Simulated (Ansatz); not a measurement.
The reference is Sr in the fcc (Cu type) structure (space group Fm-3m, No. 225; a = 5.923 Å). Axes: x, y, z lie along the cube axes.

Computed with PBEsol/PAW in Ansatz (a first-principles code), no SOC.

For the base:

The volume per atom is 51.93 Å³ and the pressure is 0.0 GPa.

Now apply this change: compressive biaxial strain of 2.00 % in the plane normal to [001], as in epitaxy on a mismatched substrate; the out-of-plane cell vector and the atoms relax.

### Question
Predict the new energy relative to the base, volume per atom and pressure.

### Answer
The energy increases by 1.8 meV/atom; the volume per atom falls by 0.820 Å³, from 51.93 Å³ to 51.12 Å³; the pressure (mean of the normal stresses, compression positive) goes from zero to 0.2 GPa.

Whether these cells are dynamically stable was not tested.
